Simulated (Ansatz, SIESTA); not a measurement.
Code comparison for Ti4CN3 (R-3m, 8 atoms in the cell)

Self-consistent single point.

```
Ti4CN3
1.0
    1.50649     0.86977     9.85647
   -1.50649     0.86977     9.85647
    0.00000    -1.73954     9.85647
Ti C N
4 1 3
Direct
  0.62564   0.62564   0.62564
  0.37436   0.37436   0.37436
  0.87469   0.87469   0.87469
  0.12531   0.12531   0.12531
  0.50000   0.50000   0.50000
  0.74884   0.74884   0.74884
  0.25116   0.25116   0.25116
  0.00000   0.00000   0.00000
```

All programs got the same cell, k-point mesh and kind of occupations (in Ansatz's words: kpoints.mp_grid.grid = 7 7 7; scf.occupations.method = fermi_dirac; scf.occupations.width = 0.05 eV); potentials, basis and cutoffs are each program's usual ones.

| code | model | pressure (GPa) | largest force (eV/Å) | k-points | cutoff |
|---|---|---|---|---|---|
| SIESTA | GGA PBEsol, numerical atomic orbitals DZP, PseudoDojo PBEsol standard norm-conserving potentials (rewritten from UPF to PSML) | -8.22 | 0.106 | 172 | grid 300 Ry |
| Ansatz | PBEsol, PAW files made with PBE | -7.48 | 0.081 | 44 | default |

Size of the force on each atom (eV/Å): Sizes of forces hide their directions.

```json
[
 {"code": "SIESTA", "Ti1": "0.025", "Ti2": "0.025", "Ti3": "0.106", "Ti4": "0.106", "C5": "0.000", "N6": "0.016", "N7": "0.016", "N8": "0.000"},
 {"code": "Ansatz", "Ti1": "0.025", "Ti2": "0.025", "Ti3": "0.081", "Ti4": "0.081", "C5": "0.000", "N6": "0.018", "N7": "0.018", "N8": "0.000"}
]
```

The spread over the programs that give each value: pressure within 0.74 GPa; largest force within 0.025 eV/Å.

The starting cell comes from a database of computed structures (which also holds hypothetical and non-ambient phases and stackings), without a prior relaxation at this level. On Ansatz's run: Spin polarisation is off; with an odd number of electrons in the cell that forces a metal, and a magnetic state may lie lower. With a pressure of about -7 GPa the cell is away from its equilibrium volume at this level.

Problem. Why do the programs differ, and what cannot be compared?

Solution. Differences of this kind can come from the potentials, where these differ, and from what each basis and cutoff leave unconverged. The zero of total energies and Fermi levels follows the potentials and each program's conventions, so they are not compared here. SIESTA uses small atom-centred bases, whose incompleteness enters pressures, forces and empty levels differently from a plane-wave cutoff. Ansatz's pressure is given at a fixed set of plane waves, as the other plane-wave codes print theirs; with its correction for the finite basis it is -7.16 GPa (the shift of 0.32 GPa shows how far the cutoff is from converged). The programs reduce the same mesh by symmetry to different extents, which changes the work and not the result.

Left out of this page: Quantum ESPRESSO, GPAW and FLEUR (stopped by limits of time or memory); ABINIT (failed or unconverged).

Ansatz is a program for electronic structure.

Keys are those of Ansatz 0.2.
